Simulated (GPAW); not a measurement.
# Sensitivity of a calculation on MgTiZnBi₂O₆ (Pmm2, 11 atoms in the cell) to its settings

```
CELL_PARAMETERS angstrom
      3.59345     0.00000     0.00000
      0.00000     3.94704     0.00000
      0.00000     0.00000    11.58788
ATOMIC_POSITIONS crystal
  Mg 0.50000 0.00000 0.66859
  Ti 0.50000 0.50000 0.85087
  Zn 0.50000 0.50000 0.23101
  Bi 0.00000 0.00000 0.43020
  Bi 0.00000 0.00000 0.04622
  O  0.50000 0.50000 0.68527
  O  0.00000 0.50000 0.33542
  O  0.50000 0.00000 0.84472
  O  0.50000 0.00000 0.19553
  O  0.50000 0.50000 0.04646
  O  0.00000 0.50000 0.89392
```

Base run A: LDA (Perdew-Wang 92), GPAW PAW datasets LDA (gpaw-data 1.0.1) in GPAW 25.7.0, self-consistent single point.

Its settings: mode = pw; ecut = 900 eV; xc = LDA; kpts = 5 5 2; mesh shift (steps) = 0 0 0; occupations.name = methfessel-paxton; occupations.width = 0.1 eV; occupations.order = 0; nbands = -15; convergence.forces = 0.001 eV/Å; symmetry.symmorphic = false; symmetry.tolerance = 0.0005; maxiter = 100.

The starting cell comes from a database of computed structures (which also holds hypothetical and non-ambient phases and stackings), without a prior relaxation at this level. Spin-orbit coupling is off. Spin polarisation is off, so a magnetic state, if there is one, cannot be reached. Without a gap this mesh is coarse (it stands for a supercell whose shortest vector is 18 Å).

ΔF is the free energy per atom less that of run A. A dash stands where there is no value to compare (another energy zero or no entropy term, no result, no spin, no clean gap, or a mesh too coarse for one). Absolute energies have different zeros for different potentials, functionals, Hubbard and dispersion terms and are not compared across them.

Run A gave: largest force (eV/Å) 0.533; k-points 18.

Runs:
- B: kpts: 5 5 2 → 9 8 3
- C: xc: LDA → PBEsol; potentials: GPAW PAW datasets PBEsol (made by gpaw-setup) [PBEsol]
- D: kpts: 5 5 2 → 4 3 1
- E: symmetry.symmorphic: false → default; symmetry.tolerance: 0.0005 → default; symmetry: default → off
- F: symmetry.symmorphic: false → default; symmetry.tolerance: 0.0005 → default; symmetry.point_group: default → false
- G: setups: default → {Zn: :d,6.0} [LDA (Perdew-Wang 92)+U]
- H: occupations.width: 0.1 eV → 0.8 eV
- I: kpts: 5 5 2 → 4 4 2; kpts_shift: 0 0 0 → 0.5 0.5 0.5
- J: parallel starting moments (0 1.5 0 0 0 0 0 0 0 0 0 μB); spinpol: default → true
- K: convergence.bands: default → -4
- L: mixer.beta: default → 0.05; mixer.nmaxold: default → 8
- M: eigensolver: default → {name: davidson, niter: 5}

Question: What does run B change against A?

Answer: The free energy drops by 8.4 meV/atom and the largest force hardly changes (0.533 to 0.530 eV/Å).

Question: What does run C change against A?

Answer: The largest force goes from 0.533 to 0.368 eV/Å.

```tsv
run	ΔF (meV/atom)	largest force (eV/Å)	k-points
A	0.00	0.533	18
B	-8.4	0.530	50
C	–	0.368	18
D	9.4	0.554	6
E	0.00	0.533	50
F	0.00	0.533	26
G	–	0.564	18
H	-26.2	0.425	18
I	-22.0	0.537	4
J	0.00	0.536	18
K	0.00	0.533	18
L	0.00	0.533	18
M	0.00	0.533	18
```
